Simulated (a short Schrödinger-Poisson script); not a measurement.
Structure: symmetric double-gate stack, Al2O3 on p-type GaN, at 400 K.

```tsv
layer	material	thickness (nm)	Na (cm⁻³)
1	Al2O3	3.8	-
2	GaN	10	1e16
3	Al2O3	3.8	-
```

The device is made up for the run: typed textbook-type constants, with dimensions and the other settings drawn at random. Al2O3: permittivity 9, conduction-band edge (eV) 2.75, gap (eV) 6.8, electron mass (mₑ) 0.3. GaN: permittivity 9.5, conduction-band edge (eV) 0, gap (eV) 3.43, Nv at 300 K (cm⁻³) 4.6e19.

Channel valleys (confinement mass, in-plane density-of-states mass, number): Γ 0.2, 0.2, 1. At the gates, both at one voltage, the conduction-band edge of layer 1 lies 3.22 eV − eVg above the Fermi level of the channel. Gaps are held at their typed values at every temperature. Mesh 0.03 nm at interfaces.

Solved with a short Schrödinger-Poisson script written for these runs: 1D Poisson equation in equilibrium, electrons quantum, Hartree (BenDaniel-Duke, 12 states a valley, the channel's in-plane mass for all, wave functions ending at the dielectric), parabolic valleys, classical holes, full ionisation, no traps, pinning or gate leakage.

The same stack at other levels of the model or other numerical settings:

| run | sheet density of all electrons at Vg = 1.15 V (cm⁻²) | sheet density of all electrons at Vg = 0.55 V (cm⁻²) | capacitance of both gates at Vg = 1.15 V (μF/cm²) | gate voltage at 1e11 electrons/cm² (V) | rough cost against the base |
|---|---|---|---|---|---|
| base | 1.02e13 | 1.38e12 | 2.63 | 0.38 | about 1 |
| electrons treated as classical, Boltzmann | 1.44e13 | 1.95e12 | 3.72 | 0.35 | 0.05 |
| electrons treated as classical, Fermi-Dirac | 1.23e13 | 1.84e12 | 3.02 | 0.35 | 0.2 |
| electrons treated as quantum, Hartree plus LDA exchange-correlation | 1.08e13 | 1.63e12 | 2.72 | 0.37 | 2 |
| mesh six times as coarse | 1.02e13 | 1.38e12 | 2.64 | 0.38 | 0.3 |

The classical rows ignore confinement, and Boltzmann statistics overrate the density once the band edge passes the Fermi level.

In real p-type GaN the Mg acceptor is only partly ionised, and so wide a gap doesn't supply an inversion layer without source and drain.
